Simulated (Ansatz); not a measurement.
Input and output of a self-consistent single point for HfCd (P4/nmm, 4 atoms in the cell) (Ansatz, an electronic-structure program)

Method of the run: LDA (PW92), default PAW files made with PBE (plane waves; Ansatz).

The input file:

Ansatz 0.2 input:
```yaml
# HfCd
crystal:
  lattice:
    - [3.032024, 0.000000, 0.000000]
    - [0.000000, 3.032024, 0.000000]
    - [0.000000, 0.000000, 9.116648]
  atoms:
    - { symbol: Hf, position_ang: [0.000000, 1.516012, 8.037602] }
    - { symbol: Hf, position_ang: [1.516012, 0.000000, 1.079046] }
    - { symbol: Cd, position_ang: [0.000000, 1.516012, 3.441261] }
    - { symbol: Cd, position_ang: [1.516012, 0.000000, 5.675387] }
basis:
  ecutwfc: 420.0 eV
kpoints:
  mp_grid: { grid: [11, 11, 4] }
hamiltonian:
  xc: lda
  pseudopotentials: { kind: paw }
scf:
  occupations: { method: fermi_dirac, width: 0.1 eV }
output:
  forces: true
  eigenvalues: true
  stress: true
```

The program printed (abridged):

```
WARN ansatz: RAYON_NUM_THREADS=1 ignored (pool sized by the plan → 1); use --threads N
Pseudopotentials: kind: paw
Pseudopotential: Hf, paw, valence charge 26
Pseudopotential: Cd, paw, valence charge 20
Crystal: 4 atoms, lattice volume = 83.811 Å³
Basis set: ecut = 420 eV, 1599 PW (Γ)
Bands: 56, of which v1, the nominal top of the filled ones, is band 46 counted from 1 (45 counted from 0)
Symmetry: 16 space group operations
Space group: P4/nmm (ITA 129), of the structure as read, at distance tolerance 4.4e-5 Å
k-points: 63 of 484
PAW frozen core: Hf, regenerated for the run's functional, and the local potential with it
PAW frozen core: Cd, regenerated for the run's functional, and the local potential with it
Initial density: superposition of atomic densities (neutral atoms: chi_scale 0, normalization atom), corrected by the library's trained network
Initial wavefunctions: pseudopotential atomic-orbital guess
Eigensolver: davidson
Functional: x = slater, c = lda
SCF iter   1: F=—  HF=-47189.976954 eV  |F-HF|=—  |Δ(HF+E_count)|=         —  Δρ=9.96e-3  dr2=8.33e-2  ethr=1.77e-3  ⟨swp⟩=5.7  Hψ=11028  notcnv=0  defer=16
all-band conjugate gradients solve this SCF's bands
preconditioner: auto → Kerker (q_TF=auto, 2.771 Å⁻¹)
SCF iter   2: F=—  HF=-47189.959368 eV  |F-HF|=—  |Δ(HF+E_count)|=   1.76e-2  Δρ=3.93e-3  dr2=1.22e-2  ethr=9.06e-5  ⟨swp⟩=2.0  Hψ=4771  notcnv=0  defer=18
SCF iter   3: F=—  HF=-47189.957477 eV  |F-HF|=—  |Δ(HF+E_count)|=   1.89e-3  Δρ=1.69e-3  dr2=2.51e-3  ethr=1.32e-5  ⟨swp⟩=2.0  Hψ=4954  notcnv=0  defer=18
SCF iter   4: F=—  HF=-47189.956849 eV  |F-HF|=—  |Δ(HF+E_count)|=   6.28e-4  Δρ=8.72e-4  dr2=5.27e-4  ethr=2.73e-6  ⟨swp⟩=2.1  Hψ=5408  notcnv=0  defer=18
SCF iter   5: F=—  HF=-47189.956778 eV  |F-HF|=—  |Δ(HF+E_count)|=   7.17e-5  Δρ=2.33e-4  dr2=5.88e-5  ethr=5.73e-7  ⟨swp⟩=3.0  Hψ=6418  notcnv=0  defer=18
SCF iter   6: F=—  HF=-47189.956775 eV  |F-HF|=—  |Δ(HF+E_count)|=   2.12e-6  Δρ=5.46e-5  dr2=2.62e-6  ethr=6.39e-8  ⟨swp⟩=2.0  Hψ=5302  notcnv=0  defer=18
SCF iter   7: F=—  HF=-47189.956774 eV  |F-HF|=—  |Δ(HF+E_count)|=   1.81e-6  Δρ=1.34e-5  dr2=2.82e-7  ethr=2.84e-9  ⟨swp⟩=3.0  Hψ=6052  notcnv=0  defer=18
SCF iter   8: F=-47189.956773 eV  HF=-47189.956773 eV  |F-HF|=1.17e-8  |Δ(HF+E_count)|=   3.07e-7  Δρ=4.43e-6  dr2=2.29e-8  ethr=1.09e-10  ⟨swp⟩=8.9  Hψ=14889  notcnv=0
SCF 1 converged in 8 iterations: F = -47189.956773 eV  dr2 = 2.29e-8
SCF converged after 8 iterations
Free energy (F): -47189.956773 eV
Harris-Foulkes:  -47189.956773 eV  (|F-HF|=1.17e-8)
Internal energy: -47189.875517 eV  (E = F + TS)
E sigma→0 (E₀):  -47189.916145 eV
Entropy (-TS):   -0.081257 eV (-20.314 meV/atom)
Fermi energy:    17.740252 eV
--- Per-component energies (eV) ---
  E_band       = -686.589081
  E_kinetic    = 1862.126803
  E_local      = -16362.655947  (includes V_loc(G=0)·N_el)
  E_nonlocal   = -2387.805398
  E_hartree    = 7715.044455
  E_xc         = -948.735527
  E_vxc        = -979.230426  (∫ρ·V_xc dr)
  E_paw        = -21262.710559  (= ΣΔE_a)
  E_vpaw       = 1750.892006  (= ΣTr[D̂ρ^β])
  E_aug_tail   = 0.000018  (compensation charges beyond the density's cutoff)
  E_ewald      = -15811.586985
  E_core_change = 6.447623  (= ΣΔE_core)
  E_smearing   = -0.081257  (= −TS)
  E_closure    = 0.000000  (closes the sum)
  Σ components = -47189.956773   (vs F -47189.956773, Δ=0.00e0)
--- Forces (eV/Å), atoms counted from 1 ---
  atom   1  Hf     0.00000000     0.00000000    -0.07832539
  atom   2  Hf    -0.00000000     0.00000000     0.07832539
  atom   3  Cd     0.00000000     0.00000000    -0.02444021
  atom   4  Cd     0.00000000     0.00000000     0.02444021
  max |Σ_I F_I| component: 0.00e0 eV/Å
--- Stress (GPa, compression-positive) ---
       -4.242191       0.000000       0.000000
        0.000000      -4.242191       0.000000
        0.000000       0.000000      -5.455044
  P = ⅓ Tr σ = -4.6465 GPa (-46.465 kbar)
  The stress holds the Pulay correction. Without it, at fixed plane waves, as pw.x and ABINIT print it: P = -4.6747 GPa
--- Band table (eV; the first three rows and the last of 63) ---
  k-point 0: bands = ["-84.7847", "-84.7825", "-45.9065", "-45.9009", "-45.9009", "-45.8929", "-45.8929", "-45.8854", "-44.0443", "-43.9761", "-12.9999", "-12.4881", "-12.4881", "-12.4530", "-12.2834", "-12.2834", "5.9452", "5.9693", "5.9693", [...]
  k-point 1: bands = ["-84.7847", "-84.7825", "-45.9065", "-45.9009", "-45.9009", "-45.8929", "-45.8929", "-45.8854", "-44.0443", "-43.9761", "-12.9999", "-12.4881", "-12.4881", "-12.4530", "-12.2834", "-12.2834", "5.9453", "5.9693", "5.9693", [...]
  k-point 2: bands = ["-84.7847", "-84.7825", "-45.9065", "-45.9009", "-45.9009", "-45.8929", "-45.8929", "-45.8854", "-44.0443", "-43.9761", "-12.9999", "-12.4881", "-12.4881", "-12.4531", "-12.2834", "-12.2834", "5.9453", "5.9693", "5.9693", [...]
  k-point 62: bands = ["-84.7806", "-84.7806", "-45.9284", "-45.9283", "-45.9175", "-45.9172", "-45.8916", "-45.8911", "-43.9403", "-43.9389", "-13.1069", "-13.1052", "-12.7924", "-12.7765", "-12.5858", "-12.5682", "5.9627", "5.9634", "5.9726", [...]
```

The run converged in 8 iterations.

The starting cell comes from a database of computed structures (which also holds hypothetical and non-ambient phases and stackings), without a prior relaxation at this level. Its lattice was rescaled by up to half a per cent. Spin-orbit coupling is off. With a pressure of about -5 GPa the cell is away from its equilibrium volume at this level. Ansatz's pressure includes its estimate of the finite-basis (Pulay) stress.
